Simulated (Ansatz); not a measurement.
Functionals compared on a constructed model of the (111) surface of fcc Ag, a pseudomorphic layer of W in the host's stacking (bottom of the slab: a bare face, its two planes held), in Ansatz (plane waves, PAW). The structure was relaxed with PBE; the other rows are single points on it. Cutoff 420 eV (500 eV for r2SCAN).

Slab: 7 atoms, 14.7 Å thick at the start with caps and adatoms; k 15x15x1, smearing 0.1 eV, dipole-corrected; 2 atoms held, the rest relaxed; start symmetry kept, larger cells not searched; no spin, no spin-orbit, no U. In PBE it is, or lies within 0.01 eV a 1x1 cell of, the lowest of the 2 structures of its composition computed so far; subsurface sites and larger cells were not tried. These notes are the PBE run's.

```json
[
 {"functional": "PBE", "work function of the top face (eV)": "5.56", "rough cost of the single point": "–"},
 {"functional": "RPBE", "work function of the top face (eV)": "5.44", "rough cost of the single point": "roughly 50 core-seconds"},
 {"functional": "r2SCAN", "work function of the top face (eV)": "5.69", "rough cost of the single point": "roughly 100 core-seconds"}
]
```

Ansatz is a program for electronic structure.
